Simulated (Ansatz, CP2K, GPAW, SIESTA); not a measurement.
**TiSi₂ (Fddd, 6 atoms in the cell) computed with different codes at matched settings**

Self-consistent single point.

```
CELL_PARAMETERS angstrom
      0.00000     4.20892     4.35754
      2.44256     0.00000     4.35754
      2.44256     4.20892     0.00000
ATOMIC_POSITIONS crystal
  Ti 0.50000 0.50000 0.50000
  Ti 0.75000 0.75000 0.75000
  Si 0.83743 0.16257 0.83743
  Si 0.16257 0.83743 0.16257
  Si 0.41257 0.08743 0.41257
  Si 0.08743 0.41257 0.08743
```

Shared settings, as Ansatz (an electronic-structure program) writes them: kpoints.mp_grid.grid = 7 7 7; scf.occupations.method = gaussian; scf.occupations.width = 0.0147 Ry. Potentials and cutoffs stand in the table.

```
code                                                                                                                            model  pressure (GPa)  largest force (eV/Å)       cutoff
------  -----------------------------------------------------------------------------------------------------------------------------  --------------  --------------------  -----------
GPAW                                                                            PBEsol, GPAW PAW datasets PBEsol (made by gpaw-setup)           -9.77                 0.005       800 eV
Ansatz                                                                                                PBEsol, PAW files made with PBE          -10.30                 0.009      default
SIESTA  GGA PBEsol, numerical atomic orbitals TZP, PseudoDojo PBEsol standard norm-conserving potentials (rewritten from UPF to PSML)          -10.56                 0.056  grid 400 Ry
CP2K                                                       PBEsol, GPW, DZVP-MOLOPT-SR-GTH basis, GTH-PBE potentials (GTH_POTENTIALS)           -8.66                 0.028  grid 600 Ry
```

On Ansatz's run: spin polarisation is off.

The spread over the programs that give each value: pressure within 1.90 GPa; largest force within 0.051 eV/Å.

SIESTA and CP2K use small atom-centred bases, whose incompleteness enters pressures, forces and empty levels differently from a plane-wave cutoff. Ansatz's pressure is given at a fixed set of plane waves, as the other plane-wave codes print theirs. In the pressure, CP2K (by 1.37) lies more than 1 GPa from the median of the plane-wave programs.

The starting cell comes from a database of computed structures (which also holds hypothetical and non-ambient phases and stackings), without a prior relaxation at this level. Its lattice was rescaled by a random factor within 2.5 % of one.

Left out of this page: Elk and FLEUR (not drawn, or without a comparable value).

Keys are those of Ansatz 0.2.
